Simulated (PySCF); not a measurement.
PySCF 2.14.0, unrestricted BP86/def2-svpd, df: Zr(I)3 ([I][Zr]([I])[I]), charge 0, multiplicity 2, 4 atoms. The geometry is a generated start, not checked to be a minimum at this level.

```yaml
task: energy
method: bp86
basis: def2-svpd
two_electron_scheme: density fitting
mol.max_memory: 3000 MB
mf.max_cycle: 100
mf.conv_tol: 1e-09 (default)
mf.grids.level: 3 (default)
effective_core_potentials: those of the basis set, past Kr
basis_functions: 139
grid_points: 88264
```

```xyz
4

Zr     0.0059     0.0271     0.0647
I     -2.1797    -1.6450    -0.3255
I     -0.0505     2.4936    -1.2183
I      2.2242    -0.8757     1.4791
```

Charge 0 and multiplicity 2 are set for this test and not shown to be the ground state.

With the defaults (mf.DIIS = CDIIS, mf.diis = true, mf.diis_space = 8, mf.damp = 0, mf.diis_start_cycle = 1, mf.level_shift = 0, mf.init_guess = minao) it converges in 18 Fock builds. One run each on 2 threads, 1 BLAS thread, with these changes:
- mf.init_guess = mod_huckel
- mf.DIIS = ADIIS
- mf.diis_space = 20
- mf.init_guess = huckel
- mf.diis = false
- mf.damp = 0.7, mf.diis_start_cycle = 8
- mf.diis_space = 12
- mf.DIIS = EDIIS
- mf.level_shift = 0.1 Hartree

Problem. Name the settings that don't reach the solution of the defaults.

Solution. No convergence: mf.DIIS = EDIIS; mf.diis = false (the run ends without SCF convergence in 100 cycles). The rest reach the solution of the defaults.

```
setting                                 Fock builds             end
--------------------------------------  -----------  --------------
the defaults                                     18   same solution
mf.diis_space = 20                               18   same solution
mf.diis_space = 12                               18   same solution
mf.damp = 0.7, mf.diis_start_cycle = 8           20   same solution
mf.level_shift = 0.1 Hartree                     28   same solution
mf.DIIS = ADIIS                                  33   same solution
mf.init_guess = mod_huckel                       50   same solution
mf.init_guess = huckel                           59   same solution
mf.DIIS = EDIIS                                 101  no convergence
mf.diis = false                                 101  no convergence
```
